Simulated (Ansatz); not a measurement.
The starting structures come from a database of crystals and need not be the phases stable at ambient conditions.

By PBEsol, the system below comes out a metal.

A figure of merit of an interconnect metal is its ballistic conductance per area.

Input:

```xyz
2
Lattice="2.9228 0.0000 0.0000 0.0000 4.1335 0.0000 0.0000 2.0668 2.0668" Properties=species:S:1:pos:R:3 pbc="T T T"
Al     0.0000     0.0000     0.0000
Ru     1.4614     2.0668     0.0000
```

The cell is strained (all lengths scaled by 0.98); by PBEsol it stands under a pressure of 13.4 GPa.

The current flows along the normal of the first two printed cell vectors, the (110) plane of the conventional cell. No spin-orbit coupling; the value is a mean over 0.1 eV about the Fermi level.

Give the ballistic conductance per area that PBEsol run with Ansatz (a first-principles code) yields.

1.4 × 10¹⁵ S/m² for both spins.
